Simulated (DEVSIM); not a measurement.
System: abrupt Ge n-p junction, at 300 K.

Layer 1 from the left is Ge, thickness (μm) 0.770, Nd (cm⁻³) 2.3e16, τn (s) 3.4e-5, τp (s) 3.4e-5. Layer 2 from the left is Ge, thickness (μm) 0.590, Na (cm⁻³) 1.1e16, τn (s) 3.4e-5, τp (s) 3.4e-5.

Left contact: ohmic. Right contact: ohmic. Voltage is applied to the left contact. Recombination: SRH at mid-gap, Auger. Mobility is constant in doping.

The device is made up for the run: typed textbook-type constants, with dimensions and the other settings drawn at random. Values at 300 K.

Ge: gap (eV) 0.664, affinity (eV) 4, permittivity 16, Nc (cm⁻³) 1.04e19, Nv (cm⁻³) 6e18, μn (cm²/Vs) 3900, μp (cm²/Vs) 1900, Cn (cm⁶/s) 1e-31, Cp (cm⁶/s) 1e-31.

Question: Estimate by hand the built-in potential, the peak field at zero bias, the capacitance at 2 V, and compare with a numerical solution.

Answer: 
- Built-in potential: ni = √(Nc Nv) exp(−Eg/2kT) = 2.09e13 cm⁻³ with Eg = 0.664 eV; Vbi = kT/q ln(Na Nd/ni²) = 0.343 V; numerical 0.343 V.
- Peak field at zero bias: depletion approximation: W = √(2εVbi/(qN)) = 0.286 μm with N = 7.44e15 cm⁻³; field = 2Vbi/W = 24000 V/cm; numerical 22200 V/cm (estimate above by 8.4 %).
- Capacitance at 2 V: C = √(qεN / 2(Vbi + |V|)) = 19.0 nF/cm²; numerical 19.2 nF/cm² (estimate below by 1.3 %).

Simulated with DEVSIM: 1D drift-diffusion, Boltzmann statistics, complete ionisation; no tunnelling, impact ionisation, image-force lowering or self-heating.
